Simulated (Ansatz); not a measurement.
# Mo₃Ru (model structure, started from the Cu3Au type, Pm-3m, No. 221, 4 atoms in the cell)

These are LDA (plane waves, PAW; Ansatz, a program for electronic structure) values and carry that method's errors.

Numerical settings: plane-wave cutoff 520 eV, 14×14×14 k mesh, Fermi–Dirac smearing 0.05 eV, no spin polarisation, scalar-relativistic PAW data made under PBE.

Cell (relaxed at this level):

```
CELL_PARAMETERS angstrom
      3.88387     0.00000     0.00000
      0.00000     3.88387     0.00000
      0.00000     0.00000     3.88387
ATOMIC_POSITIONS crystal
  Mo 0.00000 0.50000 0.50000
  Mo 0.50000 0.50000 0.00000
  Mo 0.50000 0.00000 0.50000
  Ru 0.00000 0.00000 0.00000
```

```yaml
bulk_modulus: 295 GPa
```

Note: the run has no spin polarisation, so it can have missed a magnetic state; the bulk modulus is −V dP/dV from two relaxed cells at ±2 % in volume; the relaxation could raise the start's symmetry but not lower it, so the cell can be a saddle point.

Static lattice: no zero-point or thermal effects.

A model structure was made by putting elements into a prototype or built by hand; it is no filed structure, need not be a known phase, and can be a saddle point held by its symmetry.
